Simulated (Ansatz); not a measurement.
# Input and output of a self-consistent single point for Mg3Au (P3m1, 8 atoms in the cell) (Ansatz)

Method of the run: LDA (PW92), default PAW files made with PBE (plane waves; Ansatz, a quantum-chemistry and plane-wave program).

Input as run:

Ansatz 0.2 input:
```yaml
# Mg3Au
crystal:
  lattice:
    - [4.64985800, 0.00000000, 0.00000000]
    - [-2.32492900, 4.02689600, 0.00000000]
    - [0.00000000, 0.00000000, 8.45141900]
  atoms:
    - { symbol: Mg, position_ang: [0.00000000, 0.00000000, 2.16285334] }
    - { symbol: Mg, position_ang: [0.00000000, 0.00000000, 6.33856425] }
    - { symbol: Mg, position_ang: [-0.00000232, 2.68459868, 7.79753271] }
    - { symbol: Mg, position_ang: [2.32493132, 1.34229732, 0.65388629] }
    - { symbol: Mg, position_ang: [2.32493132, 1.34229732, 3.57182321] }
    - { symbol: Mg, position_ang: [-0.00000232, 2.68459868, 4.87959579] }
    - { symbol: Au, position_ang: [-0.00000232, 2.68459868, 2.11285475] }
    - { symbol: Au, position_ang: [2.32493132, 1.34229732, 6.33856425] }
basis:
  ecutwfc: 420.0
kpoints:
  mp_grid: { grid: [7, 7, 3] }
hamiltonian:
  xc: lda
  pseudopotentials: { kind: paw }
scf:
  occupations: { method: gaussian, width: 0.1 }
output:
  forces: true
  eigenvalues: true
  stress: true
```

Output (repeated stretches shortened):

```
WARN the atoms were moved onto the symmetric positions of the space group found under crystal.symmetry.tolerance 1.0e-5 (fractional …
WARN ansatz: RAYON_NUM_THREADS=1 ignored (pool sized by the plan → 1); use --threads N
Pseudopotentials: kind: paw
Pseudopotential: Mg, paw, valence charge 10
Pseudopotential: Au, paw, valence charge 19
Crystal: 8 atoms, lattice volume = 158.249 Å³
Basis set: ecut = 420 eV, 3083 PW (Γ)
Bands: 59, of which v1, the nominal top of the filled ones, is band 49 counted from 1 (48 counted from 0)
Symmetry: 6 space group operations
Space group: P3m1 (ITA 156), of the structure as read, at distance tolerance 5.4e-5 Å
k-points: 20 of 147 (time reversal used)
PAW frozen core: Mg, regenerated for the run's functional, and the local potential with it
PAW frozen core: Au, regenerated for the run's functional, and the local potential with it
Initial density: superposition of atomic densities (neutral atoms: chi_scale 0, normalization atom), corrected by the library's trained network
Initial wavefunctions: pseudopotential atomic-orbital guess
Eigensolver: davidson
Functional: x = slater, c = lda
SCF iter   1: F=—  HF=-37142.992677 eV  |F-HF|=—  |Δ(HF+E_count)|=         —  Δρ=6.55e-3  dr2=2.51e-2  ethr=1.77e-3  ⟨swp⟩=8.2  Hψ=4620  notcnv=0  defer=13
all-band conjugate gradients solve this SCF's bands
preconditioner: auto → Resta (q_TF=auto, 2.519 Å⁻¹)
SCF iter   2: F=—  HF=-37142.968951 eV  |F-HF|=—  |Δ(HF+E_count)|=   2.37e-2  Δρ=2.58e-3  dr2=5.63e-3  ethr=2.56e-5  ⟨swp⟩=2.0  Hψ=2103  notcnv=0  defer=23
preconditioner: auto → Kerker (q_TF=auto, 2.519 Å⁻¹)
SCF iter   3: F=—  HF=-37142.966892 eV  |F-HF|=—  |Δ(HF+E_count)|=   2.06e-3  Δρ=7.17e-4  dr2=1.12e-3  ethr=5.75e-6  ⟨swp⟩=2.0  Hψ=1924  notcnv=0  defer=23
SCF iter   4: F=—  HF=-37142.966693 eV  |F-HF|=—  |Δ(HF+E_count)|=   1.99e-4  Δρ=1.91e-4  dr2=8.37e-5  ethr=1.15e-6  ⟨swp⟩=2.0  Hψ=1376  notcnv=0  defer=23
SCF iter   5: F=—  HF=-37142.966686 eV  |F-HF|=—  |Δ(HF+E_count)|=   7.59e-6  Δρ=7.67e-5  dr2=1.58e-5  ethr=8.54e-8  ⟨swp⟩=2.0  Hψ=1889  notcnv=0  defer=23
SCF iter   6: F=—  HF=-37142.966682 eV  |F-HF|=—  |Δ(HF+E_count)|=   3.42e-6  Δρ=2.24e-5  dr2=1.36e-6  ethr=1.61e-8  ⟨swp⟩=2.0  Hψ=1413  notcnv=0  defer=23
SCF iter   7: F=—  HF=-37142.966682 eV  |F-HF|=—  |Δ(HF+E_count)|=   1.69e-7  Δρ=6.26e-6  dr2=1.06e-7  ethr=1.39e-9  ⟨swp⟩=2.0  Hψ=1320  notcnv=0  defer=23
SCF iter   8: F=-37142.966682 eV  HF=-37142.966682 eV  |F-HF|=4.84e-9  |Δ(HF+E_count)|=   1.59e-8  Δρ=2.19e-6  dr2=5.23e-9  ethr=1.02e-10  ⟨swp⟩=9.8  Hψ=4880  notcnv=0
SCF 1 converged in 8 iterations: F = -37142.966682 eV  dr2 = 5.23e-9
SCF converged after 8 iterations
Free energy (F): -37142.966682 eV
Harris-Foulkes:  -37142.966682 eV  (|F-HF|=4.84e-9)
Internal energy: -37142.954800 eV  (E = F + TS)
E sigma→0 (E₀):  -37142.960741 eV
Entropy (-TS):   -0.011882 eV (-1.485 meV/atom)
Fermi energy:    9.160798 eV
--- Per-component energies (eV) ---
  E_band       = -2789.915869
  E_kinetic    = 1664.927648
  E_local      = -14465.402723  (includes V_loc(G=0)·N_el)
  E_nonlocal   = 733.042464
  E_hartree    = 5477.634900
  E_xc         = -628.749791
  E_vxc        = -777.990248  (∫ρ·V_xc dr)
  E_paw        = -20469.703511  (= ΣΔE_a)
  E_vpaw       = -899.770173  (= ΣTr[D̂ρ^β])
  E_aug_tail   = 0.002588  (compensation charges beyond the density's cutoff)
  E_ewald      = -9456.654687
  E_core_change = 1.948311  (= ΣΔE_core)
  E_smearing   = -0.011882  (= −TS)
  E_closure    = 0.000000  (closes the sum)
  Σ components = -37142.966682   (vs F -37142.966682, Δ=0.00e0)
--- Forces (eV/Å), atoms counted from 1 ---
  atom   1  Mg    -0.00000000    -0.00000000    -0.07339179
  atom   2  Mg     0.00000000     0.00000000    -0.00672135
  atom   3  Mg    -0.00000000    -0.00000000     0.01793630
  atom   4  Mg     0.00000000     0.00000000     0.01417479
  atom   5  Mg     0.00000000     0.00000000     0.04872793
  atom   6  Mg     0.00000000    -0.00000000    -0.01621998
  atom   7  Au     0.00000000     0.00000000     0.00437539
  atom   8  Au     0.00000000    -0.00000000     0.01111703
  max |Σ_I F_I| component: 1.68e-6 eV/Å
--- Stress (GPa, compression-positive) ---
       -2.303822       0.000000       0.000000
        0.000000      -2.303822      -0.000000
        0.000000       0.000000      -1.734930
  P = ⅓ Tr σ = -2.1142 GPa (-21.142 kbar)
  The stress holds the Pulay correction. Without it, at fixed plane waves, as pw.x and ABINIT print it: P = -2.1268 GPa
--- Band table (eV; the first three rows and the last of 20) ---
  k-point 0: bands = ["-97.2541", "-97.2535", "-65.8936", "-65.8879", "-65.8859", "-65.8807", "-65.7733", "-65.7723", "-48.5334", "-48.5334", "-48.5327", "-48.5327", "-48.5093", "-48.5087", "-33.3362", "-33.3362", "-33.3299", "-33.3299", "-33.3170", [...]
  k-point 1: bands = ["-97.2541", "-97.2535", "-65.8936", "-65.8881", "-65.8858", "-65.8807", "-65.7733", "-65.7723", "-48.5334", "-48.5334", "-48.5327", "-48.5327", "-48.5093", "-48.5087", "-33.3361", "-33.3361", "-33.3303", "-33.3303", "-33.3167", [...]
  k-point 2: bands = ["-97.2541", "-97.2535", "-65.8935", "-65.8879", "-65.8859", "-65.8808", "-65.7733", "-65.7723", "-48.5334", "-48.5334", "-48.5327", "-48.5327", "-48.5093", "-48.5087", "-33.3366", "-33.3359", "-33.3303", "-33.3297", "-33.3189", [...]
  k-point 19: bands = ["-97.2541", "-97.2535", "-65.8930", "-65.8878", "-65.8860", "-65.8813", "-65.7733", "-65.7724", "-48.5335", "-48.5333", "-48.5328", "-48.5326", "-48.5093", "-48.5087", "-33.3385", "-33.3330", "-33.3322", "-33.3274", [...]
```

The run converged in 8 iterations.

The starting cell comes from a database of computed structures (which also holds hypothetical and non-ambient phases and stackings), without a prior relaxation at this level. Its lattice was rescaled by up to half a per cent. One atom was moved a little off its site on purpose. Spin-orbit coupling is off. Ansatz's pressure includes its estimate of the finite-basis (Pulay) stress.
